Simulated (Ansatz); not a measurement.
For BAs (model structure, started from the BN type, Pm-3n, No. 223, 12 atoms in the cell), LDA (Ansatz, a program for electronic structure, plane waves, PAW) gives:

| Quantity | Result |
|---|---|
| lattice parameter a | 5.829 Å |
| cohesive energy | 5.30 eV/atom |
| band gap | 0.44 eV |

What does r²SCAN (PAW; Ansatz) give for the same quantities?


- lattice constant a: 5.890 Å (grows by 1.0 %)
- cohesive energy: 4.32 eV/atom (falls by 0.98 eV/atom)
- band gap: 0.62 eV (grows by 0.18 eV)

Changes are worked out from the printed values.

Unless a cell is named, each level is at its own relaxed cell (LDA 16.50, r²SCAN 17.03 Å³/atom).

Levels without +SOC have no spin–orbit coupling; where heavier elements are present it shifts gaps, mostly down, and can invert bands. Density-functional gaps are differences of (generalised) Kohn–Sham levels.

Ansatz's density-functional and Hartree–Fock values are scalar-relativistic unless marked +SOC, with PAW data made under PBE.

A model structure was made by putting elements into a prototype or built by hand; it is no filed structure, need not be a known phase, and can be a saddle point held by its symmetry.
